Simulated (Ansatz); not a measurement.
Cost and result by functional for the ionisation potential of the (101) surface of rutile SnO2 in its 1x1 cell (cut with top plane 2 Sn, bottom plane 2 Sn), relaxed from an ideal cut (the real face may reconstruct), outermost plane spacing 0.82 Å in the ideal cut (one of several cuts of this face), with 2 Sn a cell over the bulk's ratio, in Ansatz (plane waves, PAW). Single points on the PBE structure, on one kind of machine; costs are rough ratios of the slab run's core time (references not counted) to the cheapest single point. r2SCAN's cost holds its higher cutoff (500 against 420 eV). Differences are taken against HSE06 for comparison alone: no measured value is at hand, so the table doesn't rank accuracy. HSE06 ran on a coarser k-mesh, which lowers its cost and may carry part of its shift.

Model: 26-atom slab, O16Sn10, 10.8 Å thick at the start, 5x5x1 mesh, Fermi-Dirac 0.025 eV, dipole correction, all atoms relaxed; start symmetry kept, larger cells not searched; no spin, no spin-orbit, no U. These notes are the PBE run's.

| functional | relative cost | ionisation potential (eV) | less HSE06 (eV) |
|---|---|---|---|
| RPBE | 1 | 5.59 | -1.36 |
| PBEsol | 1 | 5.71 | -1.24 |
| LDA | 1 | 5.86 | -1.08 |
| r2SCAN | 2 | 6.17 | -0.78 |
| HSE06 | 20 | 6.95 | 0.00 |
| PBE (the relaxed run's value) | – | 5.67 | -1.28 |

The values span 1.36 eV, while the single points' costs differ by a factor of roughly 20. Differences are of unrounded values.

Ansatz is a first-principles code.
